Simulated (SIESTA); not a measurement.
Worked example: self-consistent single point of the (110) slab of CaHN (cut from a parent of space group no. 107; 12 atoms in the cell) in SIESTA.

Level of theory: LDA PW92, numerical atomic orbitals DZP, PseudoDojo LDA standard norm-conserving potentials (rewritten from UPF to PSML) in SIESTA.

The change in words: vacuum of 6 angstrom (first run: 14 Å); Slab.DipoleCorrection: default → vacuum. Reference geometry:
```yaml
crystal:
  lattice:
    - [3.76805, 0.00000, 0.00000]
    - [-3.28360, 3.73678, 0.00000]
    - [0.00000, 0.00000, 21.46171]
  atoms:
    - { symbol: Ca, position: [0.89656, 0.94828, 0.32616] }
    - { symbol: Ca, position: [0.89656, 0.44828, 0.44205] }
    - { symbol: Ca, position: [0.89656, 0.94828, 0.55795] }
    - { symbol: Ca, position: [0.89656, 0.44828, 0.67384] }
    - { symbol: H, position: [0.72012, 0.36006, 0.32616] }
    - { symbol: H, position: [0.72012, 0.86006, 0.44205] }
    - { symbol: H, position: [0.72012, 0.36006, 0.55795] }
    - { symbol: H, position: [0.72012, 0.86006, 0.67384] }
    - { symbol: N, position: [0.08330, 0.54165, 0.32616] }
    - { symbol: N, position: [0.08330, 0.04165, 0.44205] }
    - { symbol: N, position: [0.08330, 0.54165, 0.55795] }
    - { symbol: N, position: [0.08330, 0.04165, 0.67384] }
```

Reference input (self-consistent single point, DFT, LDA PW92, numerical atomic orbitals DZP, PseudoDojo LDA standard norm-conserving potentials (rewritten from UPF to PSML)): XC.functional = LDA; XC.authors = PW92; potentials = PseudoDojo LDA standard; PAO.BasisSize = DZP; PAO.EnergyShift = 0.01 Ry; MeshCutoff = 400 Ry; kgrid.MonkhorstPack = 4 4 1; OccupationFunction = FD; ElectronicTemperature = 50 meV; MaxSCFIterations = 150; SCF.Mixer.Method = Broyden; SCF.Mixer.Weight = 0.2. This run's input differs from it in these lines:

```diff
@@ -15,3 +15,3 @@
     -6.205104703    7.061490788    0.000000000
-     0.000000000    0.000000000   40.556757846
+     0.000000000    0.000000000   25.438967746
 %endblock LatticeVectors
@@ -19,14 +19,14 @@
 %block AtomicCoordinatesAndAtomicSpecies
-     0.499857863    6.696270484   13.228073252  1
-     3.602410214    3.165525090   17.928195919  1
-     0.499857863    6.696270484   22.628561926  1
-     3.602410214    3.165525090   27.328684593  1
-     2.893467970    2.542560373   13.228073252  2
-    -0.209084381    6.073305767   17.928195919  2
-     2.893467970    2.542560373   22.628561926  2
-    -0.209084381    6.073305767   27.328684593  2
-    -2.767849966    3.824856485   13.228073252  3
-     0.334702386    0.294111091   17.928195919  3
-    -2.767849966    3.824856485   22.628561926  3
-     0.334702386    0.294111091   27.328684593  3
+     0.499857863    6.696270484    5.669175718  1
+     3.602410214    3.165525090   10.369304838  1
+     0.499857863    6.696270484   15.069662908  1
+     3.602410214    3.165525090   19.769792028  1
+     2.893467970    2.542560373    5.669175718  2
+    -0.209084381    6.073305767   10.369304838  2
+     2.893467970    2.542560373   15.069662908  2
+    -0.209084381    6.073305767   19.769792028  2
+    -2.767849966    3.824856485    5.669175718  3
+     0.334702386    0.294111091   10.369304838  3
+    -2.767849966    3.824856485   15.069662908  3
+     0.334702386    0.294111091   19.769792028  3
 %endblock AtomicCoordinatesAndAtomicSpecies
@@ -45,2 +45,3 @@
 ElectronicTemperature        50.0 meV
+Slab.DipoleCorrection        vacuum
```

Output (repeated stretches shortened):

```
        iscf     Eharris(eV)        E_KS(eV)     FreeEng(eV)     dDmax    Ef(eV) dHmax(eV)
   scf:    1    -5327.425947    -5381.898794    -5381.898794  1.692853 -6.328401 12.806524
   scf:    2    -5405.229005    -5395.581449    -5395.581449  0.274855 -5.797392  5.514420
   scf:    3    -5398.480484    -5398.264147    -5398.264148  0.283620 -5.019633  1.074034
   scf:    4    -5398.418763    -5398.362941    -5398.362942  0.026508 -5.095983  0.714756
   scf:    5    -5398.447141    -5398.409309    -5398.409310  0.051941 -5.046267  0.135638
   scf:    6    -5398.413499    -5398.411773    -5398.411774  0.011793 -5.051438  0.039112
   scf:    7    -5398.412068    -5398.412027    -5398.412028  0.007783 -5.057574  0.046748
   scf:    8    -5398.412179    -5398.412167    -5398.412168  0.002306 -5.053151  0.010798
   scf:    9    -5398.412198    -5398.412185    -5398.412186  0.001349 -5.054753  0.001658
   scf:   10    -5398.412189    -5398.412187    -5398.412188  0.000534 -5.054981  0.000845
   scf:   11    -5398.412188    -5398.412188    -5398.412189  0.000194 -5.055192  0.000627
   scf:   12    -5398.412188    -5398.412188    -5398.412189  0.000110 -5.055329  0.000468
   scf:   13    -5398.412188    -5398.412188    -5398.412189  0.000061 -5.055438  0.000354
SCF Convergence by DM+H criterion
max |DM_out - DM_in|         :     0.0000610340
max |H_out - H_in|      (eV) :     0.0003538591
SCF cycle converged after 13 iterations

Using DM_out to compute the final energy and forces

siesta: E_KS(eV) =            -5398.4122

siesta: E_KS - E_eggbox =     -5398.4122

siesta: Atomic forces (eV/Ang):
     1    0.203279    0.178253   -0.309259
     2    0.443857    0.389644    0.022026
     3    0.443857    0.389644   -0.022026
     4    0.203279    0.178253    0.309259
     5   -0.655096   -0.575325   -0.304926
     6   -0.741479   -0.651736    0.012295
     7   -0.741479   -0.651736   -0.012295
     8   -0.655096   -0.575325    0.304926
     9    0.470201    0.415362    0.340649
    10    0.273901    0.242126   -0.041974
    11    0.273901    0.242126    0.041974
   [... lines left out ...]
siesta: FreeEng =     -5398.412189
   [... lines left out ...]
siesta:    -0.020728   -0.025984   -0.000000
siesta:    -0.025984   -0.013954    0.000000
siesta:    -0.000000    0.000000   -0.006149

siesta: Cell volume =        189.546230 Ang**3

siesta: Pressure (static):
siesta:                Solid            Molecule  Units
siesta:           0.00014823          0.00016095  Ry/Bohr**3
siesta:           0.01361027          0.01477807  eV/Ang**3
siesta:          21.80604964         23.67708045  kBar
```

The run converged in 13 iterations. Against the reference run the free energy goes down by 2.8 meV/atom, the largest force moves little (0.986 to 0.987 eV/Å) and the gap on the mesh goes from 1.467 to 1.228 eV.

The starting cell comes from a database of computed structures (which also holds hypothetical and non-ambient phases and stackings), without a prior relaxation at this level. The slab is cut from that crystal, and its faces are unrelaxed. Its lattice was rescaled by up to half a per cent. Spin polarisation is off, though cut faces can carry moments; a gap of a slab can lie between surface states. Values carry the incompleteness of an atom-centred basis. The basis of the alkali or alkaline-earth atoms may lack their empty d shell, which can raise the gap.

Cost on one core of a shared machine: roughly 80 s.
